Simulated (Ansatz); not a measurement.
Take LiF in the rock salt structure (space group Fm-3m, No. 225; a = 4.0680 Å) as the base. Axes: x, y, z lie along the cube axes.

Level of theory: PBE, PAW, 420 eV (Ansatz, an electronic-structure program; no spin-orbit coupling).

The change: the cell is scaled by 0.9750 in all directions; the atoms relax in the strained cell.

### Question
Predict the stress tensor and what it implies for the stiffness.

### Answer
Stress of the strained cell less that of the base (GPa, compression positive):
```
   5.98    0.00    0.00
   0.00    5.98    0.00
   0.00    0.00    5.98
```

Then B = −ΔP/(ΔV/V₀) with ΔV/V₀ = -0.0731 gives secant stiffness values (nonlinear terms included at this strain): B ≈ 82 GPa.

As a check, the harmonic strain energy −½ V₀ Δσ:ε is 12 meV/atom; the computed energy rise is 11 meV/atom.

Whether these cells are dynamically stable was not tested.
